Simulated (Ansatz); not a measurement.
**Input and output of a self-consistent single point for BaSrBi3 (Pnna, 20 atoms in the cell) (Ansatz, a first-principles code)**

Method: LDA (PW92), default PAW files made with PBE (plane waves; Ansatz).

This input was run:

Ansatz 0.2 input:
```yaml
# BaSrBi3
crystal:
  lattice:
    - [15.74092000, 0.00000000, 0.00000000]
    - [0.00000000, 7.01214000, 0.00000000]
    - [0.00000000, 0.00000000, 6.84804000]
  atoms:
    - { symbol: Ba, position: [0.75000000, 0.50000000, 0.54873000] }
    - { symbol: Ba, position: [0.25000000, 0.50000000, 0.45127000] }
    - { symbol: Ba, position: [0.75000000, 0.00000000, 0.95127000] }
    - { symbol: Ba, position: [0.25000000, 0.00000000, 0.04873000] }
    - { symbol: Sr, position: [0.00071000, 0.75000000, 0.75000000] }
    - { symbol: Sr, position: [0.99929000, 0.25000000, 0.25000000] }
    - { symbol: Sr, position: [0.49929000, 0.25000000, 0.75000000] }
    - { symbol: Sr, position: [0.50071000, 0.75000000, 0.25000000] }
    - { symbol: Bi, position: [0.56396000, 0.75000000, 0.75000000] }
    - { symbol: Bi, position: [0.43604000, 0.25000000, 0.25000000] }
    - { symbol: Bi, position: [0.93604000, 0.25000000, 0.75000000] }
    - { symbol: Bi, position: [0.06396000, 0.75000000, 0.25000000] }
    - { symbol: Bi, position: [0.84774000, 0.55213000, 0.06599000] }
    - { symbol: Bi, position: [0.15226000, 0.44787000, 0.93401000] }
    - { symbol: Bi, position: [0.65226000, 0.44787000, 0.06599000] }
    - { symbol: Bi, position: [0.34774000, 0.55213000, 0.93401000] }
    - { symbol: Bi, position: [0.84774000, 0.94787000, 0.43401000] }
    - { symbol: Bi, position: [0.15226000, 0.05213000, 0.56599000] }
    - { symbol: Bi, position: [0.65226000, 0.05213000, 0.43401000] }
    - { symbol: Bi, position: [0.34774000, 0.94787000, 0.56599000] }
basis:
  ecutwfc: 420.0
kpoints:
  mp_grid: { grid: [2, 3, 3] }
hamiltonian:
  xc: lda
  pseudopotentials: { kind: paw }
scf:
  occupations: { method: fermi_dirac, width: 0.1 }
output:
  forces: true
  eigenvalues: true
  stress: true
```

Output, abridged:

```
WARN ansatz: RAYON_NUM_THREADS=1 ignored (pool sized by the plan → 1); use --threads N
Pseudopotentials: kind: paw
Pseudopotential: Ba, paw, valence charge 10
Pseudopotential: Sr, paw, valence charge 10
Pseudopotential: Bi, paw, valence charge 15
Crystal: 20 atoms, lattice volume = 755.870 Å³
Basis set: ecut = 420 eV, 14741 PW (Γ)
Bands: 156, of which v1, the nominal top of the filled ones, is band 130 counted from 1 (129 counted from 0)
Symmetry: 8 space group operations
Space group: Pnna (ITA 52), of the structure as read, at distance tolerance 9.1e-5 Å
k-points: 8 of 18
PAW frozen core: Ba, regenerated for the run's functional, and the local potential with it
PAW frozen core: Sr, regenerated for the run's functional, and the local potential with it
PAW frozen core: Bi, regenerated for the run's functional, and the local potential with it
Initial density: superposition of atomic densities (neutral atoms: chi_scale 0, normalization atom), corrected by the library's trained network
Initial wavefunctions: pseudopotential atomic-orbital guess
Eigensolver: davidson
Functional: x = slater, c = lda
SCF iter   1: F=—  HF=-181941.635209 eV  |F-HF|=—  |Δ(HF+E_count)|=         —  Δρ=3.51e-3  dr2=5.52e-2  ethr=1.77e-3  ⟨swp⟩=10.5  Hψ=6676  notcnv=0  defer=7
all-band conjugate gradients solve this SCF's bands
preconditioner: auto → Kerker (q_TF=auto, 2.284 Å⁻¹)
SCF iter   2: F=—  HF=-181941.633309 eV  |F-HF|=—  |Δ(HF+E_count)|=   1.90e-3  Δρ=1.86e-3  dr2=1.94e-2  ethr=2.12e-5  ⟨swp⟩=2.1  Hψ=2476  notcnv=0  defer=3
SCF iter   3: F=—  HF=-181941.630949 eV  |F-HF|=—  |Δ(HF+E_count)|=   2.36e-3  Δρ=3.16e-4  dr2=1.76e-3  ethr=7.46e-6  ⟨swp⟩=2.9  Hψ=2248  notcnv=0  defer=3
SCF iter   4: F=—  HF=-181941.630704 eV  |F-HF|=—  |Δ(HF+E_count)|=   2.44e-4  Δρ=9.40e-5  dr2=2.28e-4  ethr=6.75e-7  ⟨swp⟩=2.0  Hψ=1423  notcnv=0  defer=3
SCF iter   5: F=—  HF=-181941.630645 eV  |F-HF|=—  |Δ(HF+E_count)|=   5.92e-5  Δρ=3.28e-5  dr2=2.11e-5  ethr=8.76e-8  ⟨swp⟩=2.0  Hψ=1463  notcnv=0  defer=3
SCF iter   6: F=—  HF=-181941.631087 eV  |F-HF|=—  |Δ(HF+E_count)|=   4.42e-4  Δρ=9.65e-6  dr2=1.97e-6  ethr=8.13e-9  ⟨swp⟩=2.0  Hψ=1759  notcnv=0  defer=3
SCF iter   7: F=—  HF=-181941.631087 eV  |F-HF|=—  |Δ(HF+E_count)|=   2.46e-7  Δρ=3.45e-6  dr2=3.31e-7  ethr=7.57e-10  ⟨swp⟩=2.0  Hψ=2182  notcnv=0  defer=3
SCF iter   8: F=-181941.631087 eV  HF=-181941.631087 eV  |F-HF|=4.42e-8  |Δ(HF+E_count)|=   6.98e-8  Δρ=1.29e-6  dr2=6.29e-8  ethr=3.85e-11  ⟨swp⟩=14.2  Hψ=6762  notcnv=0
SCF 1 converged in 8 iterations: F = -181941.631087 eV  dr2 = 6.29e-8
SCF converged after 8 iterations
Free energy (F): -181941.631087 eV
Harris-Foulkes:  -181941.631087 eV  (|F-HF|=4.42e-8)
Internal energy: -181941.396693 eV  (E = F + TS)
E sigma→0 (E₀):  -181941.513890 eV
Entropy (-TS):   -0.234394 eV (-11.720 meV/atom)
Fermi energy:    8.564469 eV
--- Per-component energies (eV) ---
  E_band       = -2022.496145
  E_kinetic    = 5298.751572
  E_local      = -23785.881370  (includes V_loc(G=0)·N_el)
  E_nonlocal   = 7811.021717
  E_hartree    = 7687.328037
  E_xc         = -3154.931464
  E_vxc        = -2921.138932  (∫ρ·V_xc dr)
  E_paw        = -154856.630198  (= ΣΔE_a)
  E_vpaw       = -3799.900373  (= ΣTr[D̂ρ^β])
  E_aug_tail   = -0.006345  (compensation charges beyond the density's cutoff)
  E_ewald      = -20943.296629
  E_core_change = 2.247986  (= ΣΔE_core)
  E_smearing   = -0.234394  (= −TS)
  E_closure    = 0.000000  (closes the sum)
  Σ components = -181941.631087   (vs F -181941.631087, Δ=0.00e0)
--- Forces (eV/Å), atoms counted from 1 ---
  atom   1  Ba     0.00000000     0.00000000    -0.03115158
  atom   2  Ba     0.00000000     0.00000000     0.03115158
  atom   3  Ba     0.00000000     0.00000000     0.03115158
  atom   4  Ba     0.00000000     0.00000000    -0.03115158
  atom   5  Sr     0.00304612    -0.00000000     0.00000000
  atom   6  Sr    -0.00304612    -0.00000000    -0.00000000
  atom   7  Sr    -0.00304612     0.00000000     0.00000000
  atom   8  Sr     0.00304612    -0.00000000     0.00000000
  atom   9  Bi    -0.04219020    -0.00000000     0.00000000
  atom  10  Bi     0.04219020     0.00000000     0.00000000
  atom  11  Bi     0.04219020     0.00000000    -0.00000000
  atom  12  Bi    -0.04219020     0.00000000    -0.00000000
  atom  13  Bi    -0.02335299    -0.02773173    -0.01583314
  atom  14  Bi     0.02335299     0.02773173     0.01583314
  atom  15  Bi     0.02335299     0.02773173    -0.01583314
  atom  16  Bi    -0.02335299    -0.02773173     0.01583314
  atom  17  Bi    -0.02335299     0.02773173     0.01583314
  atom  18  Bi     0.02335299    -0.02773173    -0.01583314
  atom  19  Bi     0.02335299    -0.02773173     0.01583314
  atom  20  Bi    -0.02335299     0.02773173    -0.01583314
  max |Σ_I F_I| component: 1.39e-17 eV/Å
--- Stress (GPa, compression-positive) ---
       -2.810144       0.000000       0.000000
        0.000000      -2.793929       0.000000
        0.000000       0.000000      -2.884541
  P = ⅓ Tr σ = -2.8295 GPa (-28.295 kbar)
  The stress holds the Pulay correction. Without it, at fixed plane waves, as pw.x and ABINIT print it: P = -2.8422 GPa
--- Band table (eV; the first three rows and the last of 8) ---
  k-point 0: bands = ["-27.0323", "-27.0323", "-27.0308", "-27.0308", "-19.4417", "-19.4417", "-19.4255", "-19.4255", "-13.8383", "-13.8379", "-13.8273", "-13.8194", "-13.7640", "-13.7595", "-13.7583", "-13.7539", "-13.7424", "-13.7407", "-13.7367", [...]
  k-point 1: bands = ["-27.0319", "-27.0319", "-27.0311", "-27.0311", "-19.4406", "-19.4406", "-19.4263", "-19.4263", "-13.8408", "-13.8401", "-13.8230", "-13.8195", "-13.7592", "-13.7554", "-13.7528", "-13.7492", "-13.7485", "-13.7462", "-13.7414", [...]
  k-point 2: bands = ["-27.0319", "-27.0319", "-27.0311", "-27.0311", "-19.4376", "-19.4376", "-19.4295", "-19.4295", "-13.8362", "-13.8344", "-13.8310", "-13.8251", "-13.7587", "-13.7548", "-13.7540", "-13.7504", "-13.7475", "-13.7450", "-13.7432", [...]
  k-point 7: bands = ["-27.0317", "-27.0316", "-27.0314", "-27.0313", "-19.4370", "-19.4370", "-19.4298", "-19.4298", "-13.8374", "-13.8348", "-13.8280", "-13.8255", "-13.7614", "-13.7568", "-13.7566", "-13.7525", "-13.7443", "-13.7425", "-13.7385", [...]
```

The run converged in 8 iterations.

The starting cell comes from a database of computed structures (which also holds hypothetical and non-ambient phases and stackings), without a prior relaxation at this level. Spin-orbit coupling is off. Ansatz's pressure includes its estimate of the finite-basis (Pulay) stress.

Cost on one core of a shared machine: roughly 80 s.
